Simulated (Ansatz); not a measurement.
HfO2: pressure 7.5 GPa

Base system: HfO$_{2}$ (space group P4_2/nmc, No. 137; a = 3.604 Å, c = 5.264 Å).

One thing is altered: cell and atoms relaxed at a pressure of 7.5 GPa.

The values are results of Ansatz (a quantum-chemistry and plane-wave program), PBE, PAW, cutoff 420 eV, without spin-orbit coupling, not measurements. k-mesh 9×9×6 (Γ-centred); smearing 0.05 eV (Fermi–Dirac).

| quantity | base | changed | shift |
|---|---|---|---|
| volume per atom | 11.40 Å³ | 10.96 Å³ | -0.44 Å³ |
| density | 10.22 g/cm³ | 10.63 g/cm³ | +0.41 g/cm³ |
| lattice parameter a | 3.604 Å | 3.569 Å | -0.035 Å |
| c/a ratio | 1.461 | 1.446 | -0.015 |
| shortest interatomic distance | 2.069 Å | 2.067 Å | -0.0027 Å |
| enthalpy H = E + PV relative to the base's energy | – | +0.52 eV/atom | – |
| band gap | 4.67 eV | 4.64 eV | -0.03 eV |
| gap character | indirect, Z → Γ | indirect, A → Γ | – |
| smallest direct gap | 4.73 eV | 4.74 eV | +0.01 eV |
| width of the top valence band | 0.94 eV | 1.03 eV | +0.09 eV |
| electron mass | 1.0 mₑ along c, 0.88 mₑ across (at Γ) | 1.1 mₑ along c, 0.82 mₑ across (at Γ) | – |

Final structure:

```
CELL_PARAMETERS angstrom
      3.56941     0.00000     0.00000
      0.00000     3.56941     0.00000
      0.00000     0.00000     5.16013
ATOMIC_POSITIONS crystal
  Hf 0.00000 0.00000 0.00000
  Hf 0.50000 0.50000 0.50000
  O  0.00000 0.50000 0.20198
  O  0.00000 0.50000 0.70198
  O  0.50000 0.00000 0.29802
  O  0.50000 0.00000 0.79802
```

Cost of the whole job for the changed cell (relaxation, final SCF and bands): about 100 core-seconds (a rough figure).

With Hf present, leaving out spin-orbit coupling can change the band edges. Load acts through the strain it causes; cell and atoms are relaxed under it. Masses are band curvatures over ±0.01 Å⁻¹ around the edge. Stability against distortions was not tested. No other phases were tried under pressure. This is not the structure that HfO2 has at room temperature and ambient pressure.
